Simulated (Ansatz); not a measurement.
# Convergence study of the k-point mesh at a smearing width of 0.02 eV for BaGa₂H₂ (P3m1, 5 atoms in the cell)

```
Ba(GaH)2
1.0
    4.51261     0.00000     0.00000
   -2.25631     3.90804     0.00000
    0.00000     0.00000     4.96539
Ba Ga H
1 2 2
Direct
  0.00000   0.00000   0.01007
  0.33333   0.66667   0.46883
  0.66667   0.33333   0.53117
  0.33333   0.66667   0.13291
  0.66667   0.33333   0.86709
```

Method: LDA (PW92), default PAW files made with PBE (plane waves; Ansatz, an electronic-structure program).

Base settings: basis.ecutwfc = 30.9 Ry; kpoints.mp_grid.grid = 9 9 7; hamiltonian.xc = lda; hamiltonian.pseudopotentials = {kind: paw} (the program's default PAW files); scf.occupations.method = fermi_dirac; scf.occupations.width = 0.0073 Ry.

In this ladder: scf.occupations.width = 0.0015 Ry.

Only quantities that move along the ladder and can be compared are tabulated.

The count of work is k-points × plane waves × bands × iterations; it is no time. Core times come from one kind of shared machine, to one figure; runs under 30 s give none.

The starting cell comes from a database of computed structures (which also holds hypothetical and non-ambient phases and stackings), without a prior relaxation at this level. Its lattice was rescaled by up to half a per cent. One atom was moved a little off its site on purpose. In the base run, with a pressure of about -3 GPa the cell is away from its equilibrium volume at this level. Ansatz's pressure includes its estimate of the finite-basis (Pulay) stress.

```csv
kpoints.mp_grid.grid,free energy less the last step's (meV/atom),pressure (GPa),largest difference of a force vector from the last step's (eV/Å),count of work / last,core time / last (rough)
3 3 3,59.88,-3.76,0.289,0.0087,–
4 4 3,16.31,-3.74,0.044,0.011,–
4 4 4,15.65,-3.72,0.069,0.016,–
5 5 4,7.34,-3.45,0.052,0.021,–
6 6 5,2.51,-3.35,0.011,0.033,–
8 8 6,0.87,-3.31,0.009,0.080,–
9 9 7,0.47,-3.34,0.008,0.086,–
11 11 9,0.24,-3.31,0.001,0.19,–
14 14 11,-0.04,-3.30,0.002,0.36,0.4
16 16 13,-0.04,-3.29,0.001,0.54,0.5
20 20 16,0.00,-3.29,0.000,1.0,1
```

Coarsest kpoints.mp_grid.grid that holds the pressure within 0.2 GPa of the last step, with all finer ones: 5 5 4, at 0.021 of the last step's count of work; the step before is off by 0.43 GPa.

Coarsest kpoints.mp_grid.grid that holds the free energy within 5 meV/atom of the last step, with all finer ones: 6 6 5, at 0.033 of the last step's count of work; the step before is off by 7.3 meV/atom.

Coarsest kpoints.mp_grid.grid that holds the forces within 0.005 eV/Å of the last step, with all finer ones: 11 11 9, at 0.19 of the last step's count of work; the step before is off by 0.008 eV/Å.

Two neighbours can agree and both be off: 4 4 3 and 4 4 4 differ by 0.65 meV/atom in the free energy, yet lie about 16 meV/atom from the last step.

Keys are those of Ansatz 0.2.
